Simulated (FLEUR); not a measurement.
# Equation of state of fcc Al (space group 225): energy against volume (FLEUR, LDA)

```
Al
1.0
    0.00000     1.94624     1.94624
    1.94624     0.00000     1.94624
    1.94624     1.94624     0.00000
Al
1
Direct
  0.00000   0.00000   0.00000
```

Method of the run: LDA (Perdew-Zunger), all-electron FLAPW (FLEUR), scalar-relativistic valence (FLEUR). Settings: Kmax = 4.67 1/bohr; GmaxXC = 16.3 1/bohr; xcFunctional = pz; jspins = 1; l_soc = F; mode = hist; fermiSmearingEnergy = 0.00183747 Htr; mesh (inpgen div1-3) = 25 25 25; inpgen gamma flag = false; Gmax = 16.3 1/bohr; numbands = 0; maxIterBroyd = 25; imix = Anderson; alpha = 0.05; precondParam = 0; minDistance = 1e-05 me/bohr^3. The cell above is the first row's. The rows scale it uniformly. In all rows the k mesh is held. E is the free energy at the stated smearing, counted from the lowest row.

```
V (Å^3/atom)  E (meV/atom)
------------  ------------
14.744               21.25
15.065                9.90
15.385                2.97
15.706                0.00
16.026                0.57
16.347                4.32
16.667               10.89
16.988               19.96
17.308                   ?
```

Fit E of the 8 rows that show it with the third-order Birch-Murnaghan form, a cubic in V^(-2/3). With u = V^(-2/3) - 0.159, the rows have u = 0.007312, 0.004941, 0.002660, 0.000449, -0.001680, -0.003747, -0.005740, -0.007677. Least squares gives E = -0.152 + 185.13·u + 370453·u² + 638865·u³. Residuals (row less fit): -0.008, 0.016, -0.004, -0.006, -0.010, -0.002, 0.020, -0.011; standard error 0.016 (degrees of freedom: 4). Its minimum lies at u = -0.000250, so V0 = (0.158750)^(-3/2) = 15.81. There d²E/du² = 739900 and d³E/du³ = 3833000, so B0 = (4/9) × 15.81^(-7/3) × 739900 × 0.160218 = 84.0 GPa (the last factor turns the table's units into GPa), and B0' = 4 + (2/3) × 0.158750 × (3833000)/739900 = 4.5.

**Question.** Predict the withheld E at V = 17.308 from the fit, and compare with the calculation.

**Answer.** u = -0.009548, so E = -0.152 + 185.13 × (-0.009548) + 370453 × (-0.009548)² + 638865 × (-0.009548)³ = 31.296 meV/atom. The calculation gives 31.25 meV/atom, 0.046 meV/atom below the prediction (0.1 % of the range of E in the table). The row lies outside the fitted rows, so this is an extrapolation. From the scatter of the fitted rows alone, a prediction at this place has a standard error of 0.038 meV/atom, so the miss is 1.2 times that.

Carrying the step between the two nearest rows on in a straight line would have given 29.00, off by 2.25; series whose last step already gives the withheld value aren't shown. The scan was laid around a cell of about the measured size, scaled by a guess for this functional. Values depend on the basis (sphere radii, cutoffs, local orbitals), which need not be converged. Cutoffs and mesh are single choices, not tested for convergence of this quantity. Series with a scatter that would blur these digits, or in which a gap closes, are not shown. Nor are scans whose minimum lies at an end fitted in this form.
